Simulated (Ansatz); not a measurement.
A self-consistent single point of SiSbPt₅ (P4mm, 7 atoms in the cell) with Ansatz (a quantum-chemistry and plane-wave program).

Computed with LDA (PW92), default PAW files made with PBE (plane waves; Ansatz).

The change in words: lattice scaled by 0.98; basis.ecutwfc: 420 eV → 335 eV. Reference geometry:
```
SiSbPt5
1.0
    3.91277     0.00000     0.00000
    0.00000     3.91277     0.00000
    0.00000     0.00000     7.48421
Si Sb Pt
1 1 5
Direct
  0.50000   0.50000   0.00668
  0.00000   0.00000   0.50000
  0.00000   0.00000   0.00000
  0.50000   0.00000   0.74882
  0.50000   0.00000   0.25118
  0.00000   0.50000   0.74882
  0.00000   0.50000   0.25118
```

Reference input (self-consistent single point, DFT, LDA (PW92), plane waves, default PAW files made with PBE): basis.ecutwfc = 420 eV; kpoints.mp_grid.grid = 7 7 3; hamiltonian.xc = lda; hamiltonian.pseudopotentials = {kind: paw} (the program's default PAW files); scf.occupations.method = gaussian; scf.occupations.width = 0.1 eV. This run's input differs from it in these lines:

Ansatz 0.2 input:
```diff
@@ -3,5 +3,5 @@
   lattice:
-    - [3.912768, 0.000000, 0.000000]
-    - [0.000000, 3.912768, 0.000000]
-    - [0.000000, 0.000000, 7.484211]
+    - [3.834513, 0.000000, 0.000000]
+    - [0.000000, 3.834513, 0.000000]
+    - [0.000000, 0.000000, 7.334527]
   atoms:
@@ -15,3 +15,3 @@
 basis:
-  ecutwfc: 420.0 eV
+  ecutwfc: 335.0 eV
 kpoints:
```

Output (repeated stretches shortened):

```
SCF iter   1: F=—  HF=-68171.119695 eV  |F-HF|=—  |Δ(HF+E_count)|=         —  Δρ=8.08e-3  dr2=3.06e-2  ethr=1.77e-3  ⟨swp⟩=5.9  Hψ=4865  notcnv=0  defer=4
all-band conjugate gradients solve this SCF's bands
preconditioner: auto → LDOS
SCF iter   2: F=—  HF=-68171.114791 eV  |F-HF|=—  |Δ(HF+E_count)|=   4.90e-3  Δρ=3.28e-3  dr2=1.03e-2  ethr=2.81e-5  ⟨swp⟩=2.1  Hψ=2456  notcnv=0  defer=13
   [... lines left out ...]
SCF iter   4: F=—  HF=-68171.110220 eV  |F-HF|=—  |Δ(HF+E_count)|=   1.50e-4  Δρ=1.75e-4  dr2=5.15e-5  ethr=4.50e-7  ⟨swp⟩=2.0  Hψ=2203  notcnv=0  defer=13
SCF iter   5: F=—  HF=-68171.110184 eV  |F-HF|=—  |Δ(HF+E_count)|=   3.68e-5  Δρ=4.04e-5  dr2=1.61e-6  ethr=4.73e-8  ⟨swp⟩=2.0  Hψ=1912  notcnv=0  defer=13
SCF iter   6: F=—  HF=-68171.110183 eV  |F-HF|=—  |Δ(HF+E_count)|=   2.32e-7  Δρ=1.53e-5  dr2=3.33e-7  ethr=1.48e-9  ⟨swp⟩=2.0  Hψ=1787  notcnv=0  defer=13
SCF iter   7: F=-68171.110183 eV  HF=-68171.110183 eV  |F-HF|=2.20e-8  |Δ(HF+E_count)|=   5.72e-8  Δρ=3.26e-6  dr2=2.43e-8  ethr=9.17e-11  ⟨swp⟩=9.2  Hψ=5566  notcnv=0
SCF 1 converged in 7 iterations: F = -68171.110183 eV  dr2 = 2.43e-8
Free energy (F): -68171.110183 eV
Internal energy: -68171.092088 eV  (E = F + TS)
E sigma→0 (E₀):  -68171.101136 eV
Entropy (-TS):   -0.018095 eV (-2.585 meV/atom)
Fermi energy:    21.208055 eV
--- Forces (eV/Å), atoms counted from 1 ---
  atom   1  Si    -0.00000000     0.00000000    -0.20320606
  atom   2  Sb     0.00000000     0.00000000     0.10700779
  atom   3  Pt     0.00000000     0.00000000    -0.11187683
  atom   4  Pt     0.00000000     0.00000000    -0.15133658
  atom   5  Pt     0.00000000     0.00000000     0.25537464
  atom   6  Pt    -0.00000000     0.00000000    -0.15133658
  atom   7  Pt     0.00000000     0.00000000     0.25537464
--- Stress (GPa, compression-positive) ---
       11.086322       0.000000       0.000000
        0.000000      11.086322       0.000000
        0.000000       0.000000      12.200768
  P = ⅓ Tr σ = 11.4578 GPa (114.578 kbar)
  The stress holds the Pulay correction. Without it, at fixed plane waves, as pw.x and ABINIT print it: P = 8.9976 GPa
```

The run converged in 7 iterations. Against the reference run the free energy goes up by 38.3 meV/atom, the pressure goes from -3.68 to 11.46 GPa and the largest force goes from 0.098 to 0.255 eV/Å.

The starting cell comes from a database of computed structures (which also holds hypothetical and non-ambient phases and stackings), without a prior relaxation at this level. Its lattice was rescaled by up to half a per cent. One atom was moved a little off its site on purpose. For this run, on top of that: lattice scaled by 0.98. Spin-orbit coupling is off. Spin polarisation is off. Ansatz's pressure includes its estimate of the finite-basis (Pulay) stress. Without the estimate this run gives 9.00 GPa. The cutoff lies below the one recommended for these files.
